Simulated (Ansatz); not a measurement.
Band structure of Rb₃Zn (I4/mmm, 4 atoms in the cell).

```
CELL_PARAMETERS angstrom
     -3.13969     3.13969     6.31754
      3.13969    -3.13969     6.31754
      3.13969     3.13969    -6.31754
ATOMIC_POSITIONS crystal
  Rb 0.75000 0.25000 0.50000
  Rb 0.25000 0.75000 0.50000
  Rb 0.50000 0.50000 0.00000
  Zn 0.00000 0.00000 0.00000
```

Method: LDA (PW92), PAW files made with PBE (plane waves; Ansatz, a first-principles code).

Settings: basis.ecutwfc = 30.9 Ry; kpoints.mp_grid.grid = 5 5 5; hamiltonian.xc = lda; hamiltonian.pseudopotentials = {kind: paw} (the program's default PAW files); scf.occupations.method = gaussian; scf.occupations.width = 0.02 Ry; kpoints.band_path.npoints = 8.

The starting cell comes from a database of computed structures (which also holds hypothetical and non-ambient phases and stackings), without a prior relaxation at this level.

Levels in eV from the Fermi level, bands 17 to 23:
```json
[
 {"point": "Γ", "17": "-7.19", "18": "-3.87", "19": "-0.61", "20": "0.53", "21": "0.94", "22": "0.94", "23": "1.51"},
 {"point": "X", "17": "-7.19", "18": "-3.39", "19": "-0.53", "20": "0.23", "21": "0.37", "22": "0.46", "23": "0.51"},
 {"point": "Y", "17": "-7.19", "18": "-3.40", "19": "-0.40", "20": "-0.24", "21": "-0.13", "22": "0.85", "23": "1.26"},
 {"point": "S", "17": "-7.19", "18": "-3.46", "19": "-0.81", "20": "-0.77", "21": "0.97", "22": "1.14", "23": "1.75"},
 {"point": "Z", "17": "-7.19", "18": "-3.58", "19": "-1.40", "20": "0.21", "21": "1.13", "22": "1.13", "23": "1.21"},
 {"point": "S1", "17": "-7.19", "18": "-3.46", "19": "-0.81", "20": "-0.77", "21": "0.97", "22": "1.14", "23": "1.75"},
 {"point": "N", "17": "-7.19", "18": "-3.48", "19": "-1.14", "20": "0.17", "21": "0.47", "22": "0.92", "23": "1.59"},
 {"point": "P", "17": "-7.19", "18": "-3.39", "19": "-0.28", "20": "-0.28", "21": "0.13", "22": "0.71", "23": "1.42"},
 {"point": "Y1", "17": "-7.19", "18": "-3.40", "19": "-0.40", "20": "-0.24", "21": "-0.13", "22": "0.85", "23": "1.26"}
]
```

Bands cross the Fermi level along this path, so the cell is metallic at this level.

Keys are those of Ansatz 0.2.
